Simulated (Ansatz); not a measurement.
Given:

```
CELL_PARAMETERS angstrom
      0.00000     2.26825     2.26825
      2.26825     0.00000     2.26825
      2.26825     2.26825     0.00000
ATOMIC_POSITIONS crystal
  P  0.75000 0.75000 0.75000
  B  0.00000 0.00000 0.00000
```

No spin polarisation.

Computed with r2SCAN, PAW, 500 eV (Ansatz, a quantum-chemistry and plane-wave program; scalar-relativistic without spin-orbit coupling). Γ-centred 12×12×12 mesh, Fermi–Dirac width 0.05 eV.

Problem. Predict the electron mass.

Solution. 1.3 mₑ along k, 0.22 mₑ across (off the special points).

Problem. What space group does the calculation give?

Solution. F-43m (No. 216).

Problem. What band gap does the calculation give?

Solution. 1.41 eV.

Problem. Estimate the width of the top valence band.

Solution. 5.74 eV.

Masses are band curvatures over ±0.01 Å⁻¹ around the edge. Along k means along the line from Γ to the band edge. Whether these cells are dynamically stable was not tested. The cell was made from BAs by this change: As → P.
